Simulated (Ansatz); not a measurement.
# A computed series for Al2O3: response to strain

Consider Al$_{2}$O$_{3}$ in the corundum structure (space group R-3c, No. 167; a = 4.774 Å, c = 13.015 Å (hexagonal axes)).

Strains are applied to the cell and any free atomic positions relax.

Method: Ansatz (a first-principles code) PBEsol, no spin-orbit coupling.

Notes on the quantities. energy relative to the base: free energy F.

```json
[
 {"variant": "base", "electron mass": "0.40 mₑ along c, 0.37 mₑ across (at Γ)", "band gap": "6.03 eV", "energy relative to the base": "0 meV/atom", "volume per atom": "8.56 Å³", "width of the top valence band": "0.63 eV"},
 {"variant": "isotropic strain −3.00 %", "electron mass": "0.46 mₑ along c, 0.41 mₑ across (at Γ)", "band gap": "7.19 eV", "energy relative to the base": "+57 meV/atom", "volume per atom": "7.81 Å³", "width of the top valence band": "0.76 eV"},
 {"variant": "isotropic strain −2.25 %", "electron mass": "0.44 mₑ along c, 0.40 mₑ across (at Γ)", "band gap": "6.89 eV", "energy relative to the base": "+32 meV/atom", "volume per atom": "8.00 Å³", "width of the top valence band": "0.72 eV"},
 {"variant": "isotropic strain −1.50 %", "electron mass": "0.43 mₑ along c, 0.39 mₑ across (at Γ)", "band gap": "6.59 eV", "energy relative to the base": "+14 meV/atom", "volume per atom": "8.18 Å³", "width of the top valence band": "0.69 eV"},
 {"variant": "isotropic strain −0.75 %", "electron mass": "0.41 mₑ along c, 0.38 mₑ across (at Γ)", "band gap": "6.31 eV", "energy relative to the base": "+3.4 meV/atom", "volume per atom": "8.37 Å³", "width of the top valence band": "0.66 eV"}
]
```

Masses are band curvatures over ±0.01 Å⁻¹ around the edge. Stability against distortions was not tested.
